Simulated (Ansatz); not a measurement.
## A computed series for AlN: pressure series

The reference is AlN in the wurtzite structure (space group P6_3mc, No. 186; a = 3.107 Å, c = 4.979 Å).

Cell and atoms are relaxed at each pressure.

Level of theory: plane-wave PAW DFT at the r2SCAN level (Ansatz, an electronic-structure program, 500 eV), no spin-orbit coupling.

```json
[
 {"pressure (GPa)": "-2", "volume per atom (Å³/atom)": "10.505"},
 {"pressure (GPa)": "-1", "volume per atom (Å³/atom)": "?"},
 {"pressure (GPa)": "0", "volume per atom (Å³/atom)": "10.403"},
 {"pressure (GPa)": "2.1", "volume per atom (Å³/atom)": "10.302"},
 {"pressure (GPa)": "4.5", "volume per atom (Å³/atom)": "10.191"},
 {"pressure (GPa)": "9", "volume per atom (Å³/atom)": "9.998"},
 {"pressure (GPa)": "15", "volume per atom (Å³/atom)": "9.764"},
 {"pressure (GPa)": "22.5", "volume per atom (Å³/atom)": "9.504"},
 {"pressure (GPa)": "30", "volume per atom (Å³/atom)": "9.271"}
]
```

Fit the third-order Birch–Murnaghan form P(V) = (3B₀/2)[(V₀/V)^(7/3) − (V₀/V)^(5/3)]·[1 + (3/4)(B₀′ − 4)((V₀/V)^(2/3) − 1)] (squares taken in P) to the rows shown and predict the withheld row.

Least squares on the printed values gives V₀ = 10.403 Å³/atom, B₀ = 210 GPa, B₀′ = 3.7; this predicts 10.453 Å³/atom, and the run gives 10.453 Å³/atom, in agreement.

Load acts through the strain it causes; cell and atoms are relaxed under it. No phonon test of stability was made. Measured, AlN leaves this structure (for rock salt) near 14 GPa (temperature not stated; as listed in Datta, Sujoy, Jana, Debnarayan, arXiv (2020)), on rising pressure, with hysteresis.
